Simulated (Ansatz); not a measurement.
Output of an Ansatz run (abridged):

```
WARN ansatz: RAYON_NUM_THREADS=1 ignored (pool sized by the plan → 1); use --threads N
Pseudopotentials: kind: paw
Pseudopotential: Ta, paw, valence charge 13
Pseudopotential: Be, paw, valence charge 2
Crystal: 6 atoms, lattice volume = 68.409 Å³
Basis set: ecut = 420 eV, 1363 PW (Γ), exchange–correlation on 64×64×64 points (8 copies of the dense FFT grid, shifted against one another)
Bands: 23, of which v1, the nominal top of the filled ones, is band 17 counted from 1 (16 counted from 0)
Symmetry: 6 space group operations
Space group: R3m (ITA 160), of the structure as read, at distance tolerance 4.1e-5 Å
k-points: 85 of 729 (time reversal used)
PAW frozen core: Ta, regenerated for the run's functional, and the local potential with it
PAW frozen core: Be, regenerated for the run's functional, and the local potential with it
Initial density: superposition of atomic densities (neutral atoms: chi_scale 0, normalization atom), corrected by the library's trained network
Initial wavefunctions: pseudopotential atomic-orbital guess
Eigensolver: davidson
Functional: x = pbesol(κ = 0.804, μ = 0.12345679012345678), c = pbesol(β = 0.046)
SCF iter   1: F=—  HF=-19975.568891 eV  |F-HF|=—  |Δ(HF+E_count)|=         —  Δρ=4.65e-3  dr2=1.89e-2  ethr=1.77e-3  ⟨swp⟩=5.8  Hψ=9616  notcnv=0  defer=6
all-band conjugate gradients solve this SCF's bands
preconditioner: auto → Kerker (q_TF=auto, 2.428 Å⁻¹)
SCF iter   2: F=—  HF=-19975.566058 eV  |F-HF|=—  |Δ(HF+E_count)|=   2.83e-3  Δρ=2.49e-3  dr2=4.23e-3  ethr=5.57e-5  ⟨swp⟩=1.0  Hψ=2635  notcnv=0  defer=6
SCF iter   3: F=—  HF=-19975.565070 eV  |F-HF|=—  |Δ(HF+E_count)|=   9.89e-4  Δρ=5.18e-4  dr2=2.47e-4  ethr=1.24e-5  ⟨swp⟩=1.1  Hψ=1939  notcnv=0  defer=6
SCF iter   4: F=—  HF=-19975.565009 eV  |F-HF|=—  |Δ(HF+E_count)|=   6.07e-5  Δρ=6.47e-5  dr2=1.13e-6  ethr=7.26e-7  ⟨swp⟩=2.2  Hψ=2472  notcnv=0  defer=6
SCF iter   5: F=—  HF=-19975.565100 eV  |F-HF|=—  |Δ(HF+E_count)|=   9.09e-5  Δρ=6.32e-6  dr2=1.72e-8  ethr=3.33e-9  ⟨swp⟩=2.3  Hψ=2777  notcnv=0  defer=6
SCF iter   6: F=-19975.565100 eV  HF=-19975.565100 eV  |F-HF|=3.57e-10  |Δ(HF+E_count)|=  8.33e-10  Δρ=7.64e-7  dr2=5.28e-10  ethr=5.05e-11  ⟨swp⟩=3.3  Hψ=6522  notcnv=0
SCF 1 converged in 6 iterations: F = -19975.565100 eV  dr2 = 5.28e-10
SCF converged after 6 iterations
Free energy (F): -19975.565100 eV
Harris-Foulkes:  -19975.565100 eV  (|F-HF|=3.57e-10)
Internal energy: -19975.434822 eV  (E = F + TS)
E sigma→0 (E₀):  -19975.499961 eV
Entropy (-TS):   -0.130278 eV (-21.713 meV/atom)
Fermi energy:    12.822131 eV
--- Per-component energies (eV) ---
  E_band       = -282.223400
  E_kinetic    = 814.875813
  E_local      = -1658.670484  (includes V_loc(G=0)·N_el)
  E_nonlocal   = 52.663504
  E_hartree    = 618.151082
  E_xc         = -512.529183
  E_vxc        = -490.871725  (∫ρ·V_xc dr)
  E_paw        = -16774.428479  (= ΣΔE_a)
  E_vpaw       = -236.523819  (= ΣTr[D̂ρ^β])
  E_aug_tail   = 0.000332  (compensation charges beyond the density's cutoff)
  E_ewald      = -2515.962825
  E_core_change = 0.465418  (= ΣΔE_core)
  E_smearing   = -0.130278  (= −TS)
  E_closure    = 0.000000  (closes the sum)
  Σ components = -19975.565100   (vs F -19975.565100, Δ=0.00e0)
--- Forces (eV/Å), atoms counted from 1 ---
  atom   1  Ta    -0.36377736    -0.36377736    -0.36377736
  atom   2  Ta     0.14923383     0.14923383     0.14923383
  atom   3  Be     0.05280902     0.06783152     0.05280902
  atom   4  Be     0.04109463     0.04109463     0.04109463
  atom   5  Be     0.06783152     0.05280902     0.05280902
  atom   6  Be     0.05280902     0.05280902     0.06783152
  max |Σ_I F_I| component: 6.71e-7 eV/Å
--- Stress (GPa, compression-positive) ---
       -1.516531      -0.072864      -0.072864
       -0.072864      -1.516531      -0.072864
       -0.072864      -0.072864      -1.516531
  P = ⅓ Tr σ = -1.5165 GPa (-15.165 kbar)
  The stress holds the Pulay correction. Without it, at fixed plane waves, as pw.x and ABINIT print it: P = -1.5601 GPa
--- Band table (eV; the first three rows and the last of 85) ---
  k-point 0: bands = ["-54.0484", "-53.9210", "-20.8199", "-20.8199", "-20.7555", "-20.3648", "-20.2978", "-20.2978", "3.8621", "9.9648", "9.9648", "10.3871", "10.6450", "10.6450", "10.7137", "11.4410", "11.5793", "11.5793", "16.8664", "17.4749", [...]
  k-point 1: bands = ["-54.0455", "-53.9240", "-20.8276", "-20.8196", "-20.7631", "-20.3573", "-20.2992", "-20.2899", "4.0078", "9.8818", "9.9369", "9.9466", "10.3932", "10.6796", "10.7365", "11.5823", "11.7076", "12.1301", "17.2520", "17.3857", [...]
  k-point 2: bands = ["-54.0372", "-53.9324", "-20.8461", "-20.8193", "-20.7809", "-20.3403", "-20.3021", "-20.2709", "4.4305", "8.9572", "9.8514", "9.8555", "10.0908", "10.8406", "10.8803", "11.8815", "11.9969", "12.8821", "16.9465", "17.1250", [...]
  k-point 84: bands = ["-54.0205", "-53.9492", "-20.8845", "-20.8737", "-20.7448", "-20.3857", "-20.2434", "-20.2351", "6.2624", "6.7060", "9.1321", "9.7653", "11.0548", "11.1801", "11.4692", "11.9320", "12.6065", "12.9042", "14.9810", "15.4776", [...]
```

The structure:

```xyz
6
Lattice="0.0000 3.2461 3.2461 3.2461 0.0000 3.2461 3.2461 3.2461 0.0000" Properties=species:S:1:pos:R:3 pbc="T T T"
Ta     4.8980     4.8980     4.8980
Ta     3.2461     3.2461     3.2461
Be     2.4346     0.8115     2.4346
Be     0.8115     0.8115     0.8115
Be     0.8115     2.4346     2.4346
Be     2.4346     2.4346     0.8115
```

**Question.** Reconstruct the input of this run.

**Answer.** Other spellings and defaults could give the same log, and not every line can be read from it. The input that was run (DFT, PBEsol, plane waves, default PAW files made with PBE):

Ansatz 0.2 input:
```yaml
# TaBe2
crystal:
  lattice:
    - [0.00000000, 3.24609700, 3.24609700]
    - [3.24609700, 0.00000000, 3.24609700]
    - [3.24609700, 3.24609700, 0.00000000]
  atoms:
    - { symbol: Ta, position: [0.75444600, 0.75444600, 0.75444600] }
    - { symbol: Ta, position: [0.50000000, 0.50000000, 0.50000000] }
    - { symbol: Be, position: [0.12500000, 0.62500000, 0.12500000] }
    - { symbol: Be, position: [0.12500000, 0.12500000, 0.12500000] }
    - { symbol: Be, position: [0.62500000, 0.12500000, 0.12500000] }
    - { symbol: Be, position: [0.12500000, 0.12500000, 0.62500000] }
basis:
  ecutwfc: 420.0
kpoints:
  mp_grid:
    grid: [9, 9, 9]
hamiltonian:
  xc: pbesol
  pseudopotentials:
    kind: paw
scf:
  occupations:
    method: fermi_dirac
    width: 0.1
output:
  forces: true
  eigenvalues: true
  stress: true
```

The starting cell comes from a database of computed structures (which also holds hypothetical and non-ambient phases and stackings), without a prior relaxation at this level. Its lattice was rescaled by up to half a per cent. One atom was moved a little off its site on purpose. Spin-orbit coupling is off. Spin polarisation is off. Ansatz's pressure includes its estimate of the finite-basis (Pulay) stress.

Ansatz is an electronic-structure program.
